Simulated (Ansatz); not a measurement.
# A computed series for HfSi2: pressure series

Start from HfSi2 (space group Cmcm, No. 63; a = 3.650 Å, b = 14.350 Å, c = 3.635 Å).

Cell and atoms are relaxed at each pressure.

Calculations: DFT with PBEsol, PAW potentials and a 420 eV plane-wave cutoff in Ansatz (a first-principles code), no spin-orbit coupling.

Notes on the quantities. enthalpy: H = E + PV relative to the base's energy.

| change | shortest interatomic distance | enthalpy |
|---|---|---|
| base | 2.412 Å | – |
| pressure −2 GPa | 2.418 Å | -0.20 eV/atom |
| pressure −1 GPa | (withheld) | -0.10 eV/atom |
| pressure 3 GPa | 2.403 Å | +0.29 eV/atom |
| pressure 7 GPa | 2.394 Å | +0.68 eV/atom |
| pressure 15 GPa | 2.378 Å | +1.42 eV/atom |
| pressure 30 GPa | 2.357 Å | +2.72 eV/atom |
| pressure 50 GPa | 2.338 Å | +4.35 eV/atom |
| pressure 75 GPa | 2.319 Å | +6.24 eV/atom |
| pressure 100 GPa | 2.302 Å | +8.01 eV/atom |

### Question
Fill in the withheld entries from the trend.

### Answer

- pressure −1 GPa, shortest interatomic distance: 2.414 Å

Load acts through the strain it causes; cell and atoms are relaxed under it. Whether these cells are dynamically stable was not tested. No other phases were tried under pressure. The final runs are not spin-polarised.
